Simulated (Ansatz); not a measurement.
Data:

```
CELL_PARAMETERS angstrom
      1.57423     0.89944     5.78587
     -1.57423     0.89944     5.78587
      0.00000    -1.79888     5.78587
ATOMIC_POSITIONS crystal
  Mo 0.00047 0.00047 0.99917
  S  0.75601 0.75601 0.75648
  S  0.57682 0.57682 0.57765
```

No spin polarisation.

Level of theory: Kohn–Sham DFT with the PBEsol-D3(BJ) functional, run in Ansatz (a program for electronic structure) with PAW and 420 eV plane waves, no SOC, earlier PAW set. Γ-centred 12×12×12 mesh, Fermi–Dirac width 0.05 eV.

Task: What electron mass does the calculation give?

Result: 0.60 mₑ along x, 0.71 mₑ along y, 0.43 mₑ along z (off the special points).

Task: What stress (xx, yy, zz, yz, xz, xy; compression positive) does the calculation give?

Result: (-2.61, -0.65, -0.24, -0.09, 0.00, 0.00) GPa.

Task: What is the computed gap character?

Result: Indirect, A → Γ–C (56 % along).

Task: Predict the smallest direct gap.

Result: 1.81 eV.

The cells carry an imposed strain or load. Masses are band curvatures over ±0.01 Å⁻¹ around the edge. No phonon test of stability was made. The cell was made from MoS$_{2}$ in the 3R-MoS2 type structure (space group R3m, No. 160; layered, stacked along the Cartesian z axis) by this change: uniaxial strain ε_xx = +1.05 %.
